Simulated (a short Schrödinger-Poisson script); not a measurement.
System: gated Al0.2Ga0.8As/GaAs modulation-doped gas, at 77 K.

| layer | material | thickness (nm) | Nd (cm⁻³) | Na (cm⁻³) |
|---|---|---|---|---|
| 1 | Al0.2Ga0.8As | 15 | - | - |
| 2 | Al0.2Ga0.8As | 20 | 5.1e17 | - |
| 3 | Al0.2Ga0.8As | 2 | - | - |
| 4 | GaAs | 6000 | - | 2e15 |

The device is made up for the run: typed textbook-type constants, with dimensions and the other settings drawn at random. Al0.2Ga0.8As: permittivity 12.33, conduction-band edge (eV) 0.158, gap (eV) 1.673, electron mass (mₑ) 0.0836, Nv at 300 K (cm⁻³) 9e18. GaAs: permittivity 12.9, conduction-band edge (eV) 0, gap (eV) 1.424, Nv at 300 K (cm⁻³) 9e18.

Channel valleys (confinement mass, in-plane density-of-states mass, number): Γ 0.067, 0.067, 1. At the gate the conduction-band edge of layer 1 lies 0.91 eV − eVg above the Fermi level of the channel; the field vanishes at the back. Donor level 0.006 eV below the band edge. The barrier under the gate holds no holes. Gaps are held at their typed values at every temperature. Mesh 0.08 nm at interfaces.

Solved with a short Schrödinger-Poisson script written for these runs: 1D Poisson equation in equilibrium, electrons quantum, Hartree (BenDaniel-Duke, 40 states a valley, the channel's in-plane mass for all, wave functions free to enter the barrier), parabolic valleys, classical holes, donors ionised by Fermi statistics, acceptors fully, no traps, pinning or gate leakage.

The same stack at other levels of the model or other numerical settings:

| run | sheet density of all electrons at Vg = 0.5 V (cm⁻²) | rough cost against the base |
|---|---|---|
| base | 6.72e9 | about 1 |
| electrons treated as classical, Boltzmann | … | 0.05 |
| electrons treated as classical, Fermi-Dirac | … | 0.2 |
| electrons treated as quantum, Hartree plus LDA exchange-correlation | … | about 1 |
| mesh six times as coarse | 6.73e9 | 0.2 |
| one subband a valley | 6.66e9 | 0.2 |

Some entries are withheld; supply them.


- electrons treated as quantum, Hartree plus LDA exchange-correlation, sheet density of all electrons at Vg = 0.5 V (cm⁻²): 8.34e9
- electrons treated as classical, Boltzmann, sheet density of all electrons at Vg = 0.5 V (cm⁻²): 2.08e10
- electrons treated as classical, Fermi-Dirac, sheet density of all electrons at Vg = 0.5 V (cm⁻²): 1.90e10

The classical rows ignore confinement, and Boltzmann statistics overrate the density once the band edge passes the Fermi level.
